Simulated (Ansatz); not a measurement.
Given:

```xyz
2
Lattice="4.6416 0.0000 0.0000 0.0000 4.6416 0.0000 2.3208 2.3208 3.2821" Properties=species:S:1:pos:R:3 pbc="T T T"
Cd     0.0000     0.0000     0.0000
Te     4.6416     2.3208     1.6411
```

Space group of this cell: F-43m, zinc blende. The cell is taken as given.

The numbers are results of r2SCAN (plane waves, PAW; Ansatz, a program for electronic structure), not measurements.

The current runs along the normal of the first two printed vectors; no spin-orbit coupling. Scaled by the factor s: both lengths across the current (ions clamped). The meshes follow the cell: 10×10×10 and 8×8 across at s = 0.98, 10×10×10 and 8×8 across at s = 1.00, 10×10×10 and 6×6 across at s = 1.02.

| s | mean pressure (GPa) | band gap (eV) |
|---|---|---|
| 0.98 | 1.6 | ? |
| 1.00 | -0.1 | 1.16 |
| 1.02 | -1.6 | 0.99 |

Take the slope of the band gap against ln s from the two given rows, extrapolate to s = 0.98, and say what the run there gives.

Slope = (0.99 − 1.16) / ln 1.02 = -8.58 eV. The line gives 1.16 + (-8.58) × ln 0.98 = 1.33 eV. The run gives 1.26 eV, 0.07 eV under the line, 42 % of the predicted step.
